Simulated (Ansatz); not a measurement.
Start from W in the fcc (Cu type) structure (space group Fm-3m, No. 225; a = 3.9976 Å).

Method: Ansatz (a first-principles code), PBEsol, PAW, cutoff 420 eV, no spin-orbit coupling.

One change was made to it. Results:

The density grows by 0.19 g/cm³, from 19.11 g/cm³ to 19.30 g/cm³; the shortest interatomic distance shrinks by 0.0175 bohr (5.342 bohr → 5.324 bohr).

Question: Which of these changes matches the shifts?
A. pressure 0.7 GPa
B. pressure 3 GPa
C. pressure −1 GPa

Answer: B, pressure 3 GPa. For comparison, the density in the other runs: pressure 0.7 GPa gives 19.16 g/cm³; pressure −1 GPa gives 19.05 g/cm³.

Load acts through the strain it causes; cell and atoms are relaxed under it. Whether these cells are dynamically stable was not tested. All final runs are without spin polarisation. This is not the structure that W has at room temperature and ambient pressure.
